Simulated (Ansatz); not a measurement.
The parent structure is CdTe in the zinc blende structure (space group F-43m, No. 216; a = 6.489 Å).

All numbers come from Ansatz (an electronic-structure program), PBEsol, PAW, cutoff 420 eV, no spin-orbit coupling.

Before the change:

- Volume per atom: 34.15 Å³
- Valley order: Γ 0.65 eV; L along ⟨111⟩ 1.74 eV

One thing is altered: a hydrostatic pressure of 30 GPa.

Task: What does the calculation give for the volume per atom after the change?

Result: The volume per atom decreases by 9.58 Å³, from 34.15 Å³ to 24.57 Å³.

Task: How does this affect the valley order?

Result: The valley order (the lowest conduction-band minima on the path, energy above the VBM, named in the base's zone) becomes X along ⟨100⟩ 1.58 eV; Γ 1.62 eV; L along ⟨111⟩ 1.96 eV (base: Γ 0.65 eV; L along ⟨111⟩ 1.74 eV).

Spin-orbit coupling, missing from the scalar runs, can matter with Te. The levels and masses belong to the bands next to the band gap. Load acts through the strain it causes; cell and atoms are relaxed under it. Stability against distortions was not tested. Measured, CdTe leaves this structure (for cinnabar) near 3.53 GPa (temperature not stated; as listed in Datta, Sujoy, Jana, Debnarayan, arXiv (2020)), on rising pressure, with hysteresis.
